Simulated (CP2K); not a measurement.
CP2K run on InSe (P6_3/mmc, 8 atoms in the cell): self-consistent single point.

Method: PBE, GPW, DZVP-MOLOPT-SR-GTH basis, GTH-PBE potentials (GTH_POTENTIALS) (CP2K 2026.2).

```yaml
crystal:
  lattice:
    - [3.99242, 0.00000, 0.00000]
    - [-1.99621, 3.45754, 0.00000]
    - [0.00000, 0.00000, 17.21581]
  atoms:
    - { symbol: In, position: [0.33333, 0.66667, 0.33030] }
    - { symbol: In, position: [0.66667, 0.33333, 0.66970] }
    - { symbol: In, position: [0.66667, 0.33333, 0.83030] }
    - { symbol: In, position: [0.33333, 0.66667, 0.16970] }
    - { symbol: Se, position: [0.33333, 0.66667, 0.59732] }
    - { symbol: Se, position: [0.66667, 0.33333, 0.40268] }
    - { symbol: Se, position: [0.66667, 0.33333, 0.09732] }
    - { symbol: Se, position: [0.33333, 0.66667, 0.90268] }
```

Reference input (self-consistent single point, DFT PBE, GPW, DZVP-MOLOPT-SR-GTH basis, GTH-PBE potentials (GTH_POTENTIALS)): CUTOFF = 500 Ry; REL_CUTOFF = 50 Ry; SMEAR/METHOD = FERMI_DIRAC; ELECTRONIC_TEMPERATURE = 116.05 K; KPOINTS/SCHEME = MONKHORST-PACK 5 5 1; XC_FUNCTIONAL = PBE; In/BASIS_SET = DZVP-MOLOPT-SR-GTH-q13; In/POTENTIAL = GTH-PBE-q13; Se/BASIS_SET = DZVP-MOLOPT-SR-GTH-q6; Se/POTENTIAL = GTH-PBE-q6; METHOD = GPW; EPS_DEFAULT = 1e-11. This run's input differs from it in these lines:

```diff
@@ -39,3 +39,4 @@
     &KPOINTS
-      SCHEME MONKHORST-PACK 5 5 1
+      SCHEME MONKHORST-PACK 4 4 1
+      GAMMA_CENTERED T
     &END KPOINTS
```

Output (repeated stretches shortened):

```
 SCF WAVEFUNCTION OPTIMIZATION

  Step     Update method      Time    Convergence         Total energy    Change
     1 NoMix/Diag. 0.20E+00      -     1.99933974      -263.3879408218 -2.63E+02
     2 Broy./Diag. 0.20E+00      -     0.06753799      -262.9011272552  4.87E-01
     3 Broy./Diag. 0.20E+00      -     0.11325305      -263.0466854163 -1.46E-01
     4 Broy./Diag. 0.20E+00      -     0.01591932      -263.1363003641 -8.96E-02
     5 Broy./Diag. 0.20E+00      -     0.00611106      -263.1075148499  2.88E-02
     6 Broy./Diag. 0.20E+00      -     0.00213997      -263.1156798732 -8.17E-03
   [... 4 lines left out ...]
    11 Broy./Diag. 0.20E+00      -     0.00001571      -263.1199028015 -7.59E-04
    12 Broy./Diag. 0.20E+00      -     0.00000250      -263.1201673402 -2.65E-04
    13 Broy./Diag. 0.20E+00      -     0.00000390      -263.1201710427 -3.70E-06
    14 Broy./Diag. 0.20E+00      -     0.00000037      -263.1201758171 -4.77E-06
  *** SCF run converged in    14 steps ***

  Overlap energy of the core charge distribution:               0.00000000336605
  Self energy of the core charge distribution:               -439.45421724063863
  Core Hamiltonian energy:                                    130.65261687418035
  Hartree energy:                                              83.81431388796304
  Exchange-correlation energy:                                -38.13288934193197
  Electronic entropic energy:                                  -0.00000000000000
  Fermi energy:                                                 0.15553247699750

  Total energy:                                              -263.12017581706118
  Total energy (extrapolated to T->0):                       -263.12017581706118

   [... lines left out ...]

 STRESS| Analytical stress tensor [bar]
 STRESS|                        x                   y                   z
 STRESS|      x        4.57173529349E+04   6.50778364754E-01  -2.79940291461E-05
 STRESS|      y        6.50778364754E-01   4.57181501012E+04   6.62876077896E-03
 STRESS|      z       -2.79940291461E-05   6.62876077896E-03   3.92505623522E+04
 STRESS| 1/3 Trace                                             4.35620217961E+04
```

The run converged in 14 iterations. Against the reference run the free energy goes up by 15.5 meV/atom, the pressure goes from 4.18 to 4.36 GPa, the largest force hardly changes (0.598 to 0.603 eV/Å) and the gap on the mesh hardly changes (0.597 to 0.593 eV).

The starting cell comes from a database of computed structures (which also holds hypothetical and non-ambient phases and stackings), without a prior relaxation at this level. Its lattice was rescaled by a random factor within 2.5 % of one. Values carry the incompleteness of an atom-centred basis. With a pressure of about 4 GPa the cell is away from its equilibrium volume at this level.

Cost on one core of a shared machine: roughly 2 min.
